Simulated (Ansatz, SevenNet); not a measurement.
For fluorite AuAl₂, the machine-learned potential SevenNet-0 (trained on PBE and PBE+U data) gives:

```
Item                           Result
---------------------  --------------
lattice constant a            6.064 Å
enthalpy of formation  -0.449 eV/atom
```

Q: What does r²SCAN+rVV10 (plane waves, PAW; Ansatz, a program for electronic structure) give for the same quantities?

A: 
- lattice constant a: 5.996 Å (decreases by 1.1 %)
- formation enthalpy: -0.457 eV/atom (moves by -0.008 eV/atom)

Changes are worked out from the printed values.

Unless a cell is named, each level is at its own relaxed cell (SevenNet-0 18.58, r²SCAN+rVV10 17.96 Å³/atom).

Levels without +SOC leave out spin–orbit coupling, which shifts energies and cells of such heavy elements.

Ansatz's density-functional and Hartree–Fock values are scalar-relativistic unless marked +SOC, with PAW data made under PBE.
